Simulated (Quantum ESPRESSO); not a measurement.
Quantum ESPRESSO is run on FeCl3 (P1, 8 atoms in the cell), and the run fails. The aim is a self-consistent single point with DFT, LDA (PZ), plane waves, GBRV 1.5 ultrasoft (LDA) pseudopotentials.

Cell that was meant: a = 3.7550 Å, b = 7.5916 Å, c = 8.8773 Å, α = 95.03°, β = 94.09°, γ = 102.74°.

Part of the input:

```fortran
ATOMIC_SPECIES
Fe    55.8450  fe_lda_v1.5.uspp.F.UPF
Cl    35.4500  cl_lda_v1.4.uspp.F.UPF
ATOMIC_POSITIONS {crystal}
Fe    0.41735000    0.49325000    0.14095000
Fe    0.61490000    0.78954000    0.66061000
Cl    0.17834000    0.23152000    0.20489000
```

Output (repeated stretches shortened):

```
 %%%%%%%%%%%%%%%%%%%%%%%%%%%%%%%%%%%%%%%%%%%%%%%%%%%%%%%%%%%%%%%%%%%%%%%%%%%%%%
     Error in routine cell_base_init (1):
     ibrav=0: must read cell parameters
 %%%%%%%%%%%%%%%%%%%%%%%%%%%%%%%%%%%%%%%%%%%%%%%%%%%%%%%%%%%%%%%%%%%%%%%%%%%%%%

     stopping ...
```

Q: From the messages shown, name the fault and mend the input.

A: The fault is no cell vectors for a free lattice. A free lattice needs its vectors. To fix it, add the cell. The program stopped before any SCF iteration.

The sound input it was made from differs as follows (other fixes are possible):
```diff
+CELL_PARAMETERS {angstrom}
+   3.75502000     0.00000000     0.00000000
+  -1.67360700     7.40486600     0.00000000
+  -0.63285300    -0.94162500     8.80454500
```

With that input, the run converged in 16 iterations: free energy E − TS -9532.6813 eV; top of the valence band (on the code's own zero) 0.61 eV; gap on the k-point mesh 0.55 eV; pressure -2.49 GPa; largest force (vector length) 0.636 eV/Å (DFT, LDA (PZ), plane waves, GBRV 1.5 ultrasoft (LDA) pseudopotentials).

On the sound input: the starting cell comes from a database of computed structures (which also holds hypothetical and non-ambient phases and stackings), without a prior relaxation at this level. The magnetic order is the one reached from the typed start; others were not searched systematically.
